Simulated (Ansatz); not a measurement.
**Pressure series in SiO2**

The parent structure is SiO₂ in the rutile structure (space group P4_2/mnm, No. 136; a = 4.236 Å, c = 2.690 Å).

Cell and atoms are relaxed at each pressure.

Calculations: PBE (Ansatz, a quantum-chemistry and plane-wave program; PAW; 420 eV plane waves; no SOC).

Candidates:
(a) pressure 2.1 GPa
(b) pressure 15 GPa
(c) pressure −1 GPa
(d) pressure −2 GPa
(e) pressure 22.5 GPa

Base values:

Band gap: 5.04 eV

Task: Order them by band gap, lowest first.

Result: (d) pressure −2 GPa (4.93 eV), (c) pressure −1 GPa (4.98 eV), (a) pressure 2.1 GPa (5.15 eV), (b) pressure 15 GPa (5.81 eV), (e) pressure 22.5 GPa (6.16 eV)

Load acts through the strain it causes; cell and atoms are relaxed under it. Whether these cells are dynamically stable was not tested. Competing high-pressure phases were not computed.
